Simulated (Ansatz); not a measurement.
## Hypothetical P6_422 BeS: carrier doping

Take BeS (space group P6_422, No. 181; a = 3.424 Å, c = 7.746 Å; a hypothetical phase, not in the database extracts checked) as the base.

Carriers are added at fixed cell with a uniform background; the Fermi–Dirac width is that of 300 K.

Calculations: PBEsol (Ansatz, a first-principles code; PAW; 420 eV plane waves; spin-orbit coupling left out).

Notes on the quantities. Fermi level from band edge: Fermi level relative to the doped band's edge (positive inside the band; to 0.05 eV).

```csv
variant,Fermi level from band edge,gap between the host's bands
undoped,–,2.48 eV
electrons 3.0×10^21 cm⁻³,+0.50 eV,2.46 eV
electrons 7.0×10^21 cm⁻³,+0.75 eV,2.44 eV
electrons 1.0×10^22 cm⁻³,+0.95 eV,2.42 eV
electrons 2.0×10^22 cm⁻³,+1.30 eV,2.36 eV
holes 3.0×10^21 cm⁻³,+0.50 eV,2.56 eV
holes 7.0×10^21 cm⁻³,+0.70 eV,2.65 eV
holes 1.0×10^22 cm⁻³,+0.80 eV,2.72 eV
holes 2.0×10^22 cm⁻³,+1.00 eV,2.95 eV
```

Charged cell with a jellium background: band edges are those of the host's band count, energies are not comparable with the neutral cell, and many-body gap narrowing is missing. No phonon test of stability was made. The base started in P3_121 and relaxed to P6_422 at this level.
